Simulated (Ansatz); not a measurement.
**GeSe: strain tensor (xx, yy, zz, yz, xz, xy) = (+0.38, −0.58, −1.26, +0.04, +0.55, −1.23) %**

The reference is GeSe in the GeS type structure (space group Pnma, No. 62; a = 10.5197 Å, b = 3.8238 Å, c = 4.1422 Å; layered, stacked along the Cartesian x axis). Axes: x, y, z lie along a, b, c of the conventional cell.

One thing is altered: the symmetric strain tensor [0.0038 -0.0123 0.0055; -0.0123 -0.0058 0.0003; 0.0055 0.0003 -0.0126]; the atoms relax in the strained cell.

Method: Kohn–Sham DFT with the PBEsol-D3(BJ) functional, run in Ansatz (a first-principles code) with PAW and 420 eV plane waves, no spin-orbit coupling, earlier PAW set. Settings: 3×9×8 k-points, 0.05 eV Fermi–Dirac smearing.

The volume per atom falls by 0.31 Å³ (20.83 Å³ → 20.52 Å³) and the space group changes from Pnma (No. 62) to P-1 (No. 2). The shortest interatomic distance stays essentially unchanged (2.559 Å against 2.558 Å) and the energy goes up by 2.1 meV/atom. The pressure (mean of the normal stresses, compression positive) goes from zero to 0.6 GPa and the band gap becomes zero (base: 0.11 eV). The largest internal atomic displacement comes out as 0.038 Å and the stress (xx, yy, zz, yz, xz, xy; compression positive) is (0.0, 1.0, 0.7, 0.0, -0.3, 0.5) GPa (rough).

Final structure:

```xyz
8
Lattice="10.5597 -0.1289 0.0579 -0.0468 3.8016 0.0013 0.0228 0.0014 4.0900" Properties=species:S:1:pos:R:3 pbc="T T T"
Ge     6.4922     2.7421     2.4679
Ge     9.3189     0.8634     0.4235
Ge     4.0434     0.9321     1.6813
Ge     1.2167     2.8108     3.7257
Se     3.7575     2.8305     4.0619
Se     1.5069     0.9153     2.0135
Se     6.7781     0.8437     0.0873
Se     9.0287     2.7589     2.1357
```

Cost of the whole job for the changed cell (relaxation, final SCF and bands): about 7 core-minutes (a rough figure).

A case with no gap was solved on a k-mesh chosen for an insulator, which is coarse for it. Without a gap, meshes like the base's 3×9×8 leave anisotropic stresses uncertain by several tenths of a GPa, and small strain energies with them. Whether these cells are dynamically stable was not tested. All final runs are without spin polarisation. The zero or small gap of GeSe can change with the level of theory.
